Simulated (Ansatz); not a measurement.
The reference is SnSb in the CsCl type structure (space group Pm-3m, No. 221; a = 3.7379 Å; a cell from a computed database, its experimental status unchecked; relaxed with 0.1 eV smearing). Axes: x, y, z lie along the cube axes.

Calculations: PBEsol (Ansatz, a first-principles code; PAW; 420 eV plane waves; no spin-orbit coupling).

Base values:

```
Property                           Result
-----------------------------  ----------
Pressure                          0.0 GPa
Shortest interatomic distance  6.117 bohr
```

It is then changed as follows: strain tensor (xx, yy, zz, yz, xz, xy) = (+0.32, −0.59, −1.27, −0.69, +0.01, +0.27) %, atoms relaxed at fixed cell.

### Question
What happens to the pressure, energy relative to the base and shortest interatomic distance?

### Answer
The pressure (mean of the normal stresses, compression positive) goes from zero to 1.0 GPa; the energy grows by 1.9 meV/atom; the shortest interatomic distance drops by 0.0705 bohr to 6.047 bohr.

No phonon test of stability was made. The final runs are not spin-polarised. An odd electron count without spin: SnSb.
